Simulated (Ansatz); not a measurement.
# How a calculation on LiSc3 (Pm-3m, 4 atoms in the cell) responds to its settings

Space group Pm-3m (No. 221); a = b = c = 4.374 Å, α = β = γ = 90.00°

```csv
atom,site,symmetry,x,y,z
Sc,3c,4/mm.m,0.0000,0.5000,0.5000
Li,1a,m-3m,0.0000,0.0000,0.0000
```

Base run A: PBE (Ansatz, a quantum-chemistry and plane-wave program), self-consistent single point.

Its settings: kpoints.mp_grid.grid = 8 8 8; hamiltonian.xc = pbe; hamiltonian.pseudopotentials = {kind: paw} (the program's default PAW files); scf.occupations.method = cold; scf.occupations.width = 0.1 eV.

The starting cell was generated: these elements placed on a structure prototype, without a prior relaxation; it need not be a known phase or ordering of this composition. In the base run, with a pressure of about 5 GPa the cell is away from its equilibrium volume at this level. Ansatz's pressure includes its estimate of the finite-basis (Pulay) stress.

ΔF is the free energy per atom less that of run A. 

Run A gave: pressure (GPa) 5.25; TS (meV/atom) 0.8.

Runs:
- B: scf.occupations.width = 0.002 eV
- C: scf.occupations.width = 0.01 eV
- D: scf.occupations.width = 0.025 eV
- E: scf.occupations.width = 0.05 eV
- F: scf.occupations.width = 0.15 eV
- G: scf.occupations.width = 0.2 eV
- H: scf.occupations.width = 0.3 eV
- I: scf.occupations.width = 0.5 eV
- J: scf.occupations.width = 0.8 eV

What does run G change against A?

The free energy drops by 2.4 meV/atom and the pressure moves little (5.25 to 5.33 GPa).

What does run H change against A?

The free energy drops by 7.7 meV/atom and the pressure goes from 5.25 to 5.47 GPa.

```csv
run,ΔF (meV/atom),pressure (GPa),TS (meV/atom)
A,0.00,5.25,0.8
B,0.54,5.34,0.0
C,0.47,5.34,0.1
D,0.42,5.31,0.1
E,0.25,5.26,0.4
F,-0.80,5.28,3.6
G,-2.4,5.33,7.9
H,-7.7,5.47,20.1
I,-25.4,5.78,50.7
J,-59.6,6.19,106.1
```

Keys are those of Ansatz 0.2.
